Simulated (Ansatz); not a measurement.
The reference is SiO2 in the rutile structure (space group P4_2/mnm, No. 136; a = 4.1852 Å, c = 2.6688 Å).

Structures relaxed with r2SCAN (Ansatz, a first-principles code), no SOC.

Base:

Simulated powder pattern, Co Kα, λ = 1.79026 Å (kinematic, ideal powder, no thermal factors, no anomalous dispersion; the 10 strongest lines at most, above 2 %, up to 2θ = 90°):

| 2θ (°) | I/Imax (%) | hkl |
|---|---|---|
| 35.21 | 100 | (110) |
| 46.88 | 24 | (101) |
| 53.70 | 40 | (111) |
| 57.14 | 15 | (210) |
| 71.48 | 59 | (211) |
| 74.45 | 20 | (220) |
| 84.26 | 11 | (002) |
| 85.12 | 6.8 | (310) |

It is then changed as follows: cell and atoms relaxed at a pressure of 22.5 GPa.

Problem. Predict the new powder pattern.

Solution. 
Simulated powder pattern, Co Kα, λ = 1.79026 Å (kinematic, ideal powder, no thermal factors, no anomalous dispersion; the 10 strongest lines at most, above 2 %, up to 2θ = 90°):

| 2θ (°) | I/Imax (%) | hkl |
|---|---|---|
| 36.12 | 100 | (110) |
| 47.74 | 27 | (101) |
| 54.80 | 41 | (111) |
| 58.71 | 14 | (210) |
| 73.26 | 60 | (211) |
| 76.64 | 21 | (220) |
| 85.72 | 12 | (002) |
| 87.78 | 7.4 | (310) |

The indices refer to the base's conventional cell; one index is shown for lines that coincide.

Load acts through the strain it causes; cell and atoms are relaxed under it. No phonon test of stability was made. Competing high-pressure phases were not computed.
